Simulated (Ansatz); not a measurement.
Base system: C in the diamond structure (space group Fd-3m, No. 227; a = 3.572 Å).

(Cell as relaxed with PBE.)

Levels (all Ansatz, an electronic-structure program, PAW, earlier PAW set): PBE (420 eV, no SOC); r2SCAN (500 eV, without spin-orbit coupling).

Each level relaxes its own structure.

```
base                        PBE      r2SCAN
-------------------  ----------  ----------
volume per atom         5.70 Å³     5.64 Å³
lattice parameter a  6.749 bohr  6.728 bohr
band gap                4.13 eV     4.36 eV
```

The change: cell and atoms relaxed at a pressure of 60 GPa.

| quantity | PBE | r2SCAN |
|---|---|---|
| shortest interatomic distance | 2.815 bohr | 2.809 bohr |
| hole mass (degenerate bands, along [100]) | 0.28, 0.28, 0.56 mₑ (at Γ) | 0.26, 0.26, 0.51 mₑ (at Γ) |
| band gap | 4.39 eV | 4.63 eV |
| smallest direct gap | 5.89 eV | 6.21 eV |

PBE's shortest interatomic distance lies 0.006 bohr above r2SCAN's (0.2 %); PBE's band gap lies 0.24 eV below r2SCAN's; PBE's smallest direct gap lies 0.310 eV below r2SCAN's. Neither level is exact; r2SCAN is the comparison here, not a measurement.

Load acts through the strain it causes; cell and atoms are relaxed under it. Masses are band curvatures over ±0.01 Å⁻¹ around the edge. Whether these cells are dynamically stable was not tested. No other phases were tried under pressure.
